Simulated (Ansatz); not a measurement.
**ZnO: pressure series**

Consider ZnO in the wurtzite structure (space group P6_3mc, No. 186; a = 3.235 Å, c = 5.211 Å).

Cell and atoms are relaxed at each pressure.

Calculations: r2SCAN (Ansatz, an electronic-structure program), no spin-orbit coupling.

| pressure (GPa) | volume per atom (Å³/atom) |
|---|---|
| -2 | 11.972 |
| 0 | 11.809 |
| 0.3 | 11.786 |
| 0.7 | 11.755 |
| 1.5 | 11.694 |
| 3 | 11.585 |
| 5 | 11.447 |
| 7.5 | ? |
| 10 | 11.137 |

### Question
Fit the third-order Birch–Murnaghan form P(V) = (3B₀/2)[(V₀/V)^(7/3) − (V₀/V)^(5/3)]·[1 + (3/4)(B₀′ − 4)((V₀/V)^(2/3) − 1)] (squares taken in P) to the rows shown and predict the withheld row.

### Answer
Least squares on the printed values gives V₀ = 11.809 Å³/atom, B₀ = 150 GPa, B₀′ = 4.4; this predicts 11.287 Å³/atom, and the run gives 11.287 Å³/atom, in agreement.

Measured bulk modulus of ZnO: 143 GPa (temperature not stated; as listed in Cormac Toher et al., Physical Review Materials (2017)); the computed value is for a static lattice, so the two differ by thermal effects too.

Load acts through the strain it causes; cell and atoms are relaxed under it. No phonon test of stability was made. Measured, ZnO leaves this structure (for rock salt) near 9.1 GPa (temperature not stated; as listed in Datta, Sujoy, Jana, Debnarayan, arXiv (2020)), on rising pressure, with hysteresis.
